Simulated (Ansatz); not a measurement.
# A short convergence ladder for K2Pt (I4mm, 3 atoms in the cell)

```
K2Pt
1.0
    0.00000     3.77012     3.77012
    3.77012     0.00000     3.77012
    3.77012     3.77012     0.00000
K Pt
2 1
Direct
  0.75000   0.75000   0.75000
  0.25000   0.25000   0.25000
  0.00663   0.00663   0.99337
```

Base method: LDA (PW92), default PAW files made with PBE (plane waves; Ansatz, a program for electronic structure).

Base settings: basis.ecutwfc = 30.9 Ry; kpoints.mp_grid.grid = 6 6 6; hamiltonian.xc = lda; hamiltonian.pseudopotentials = {kind: paw} (the program's default PAW files); scf.occupations.method = fermi_dirac; scf.occupations.width = 0.0037 Ry.

**The width of Fermi-Dirac smearing**

The mesh stays at the base's, so the ladder's end is converged at best in this setting alone.

Only quantities that move along the ladder and can be compared are tabulated.

```tsv
scf.occupations.width	free energy less the last step's (meV/atom)	pressure (GPa)	largest difference of a force vector from the last step's (eV/Å)
0.0735 Ry	-903.58	1.51	0.023
0.0367 Ry	-153.64	-0.64	0.010
0.0147 Ry	-4.18	-1.67	0.001
0.0073 Ry	-0.03	-1.75	0.000
0.0015 Ry	0.00	-1.76	0.000
```

Widest scf.occupations.width that holds the free energy within 2 meV/atom of the last step, with all finer ones: 0.0073 Ry; the step before is off by 4.2 meV/atom.

Widest scf.occupations.width that holds the pressure within 1 GPa of the last step, with all finer ones: 0.0147 Ry; the step before is off by 1.1 GPa.

Widest scf.occupations.width that holds the forces within 0.02 eV/Å of the last step, with all finer ones: 0.0367 Ry; the step before is off by 0.023 eV/Å.

On the base run: the starting cell comes from a database of computed structures (which also holds hypothetical and non-ambient phases and stackings), without a prior relaxation at this level. Its lattice was rescaled by up to half a per cent. One atom was moved a little off its site on purpose. Ansatz's pressure includes its estimate of the finite-basis (Pulay) stress.

Keys are those of Ansatz 0.2.
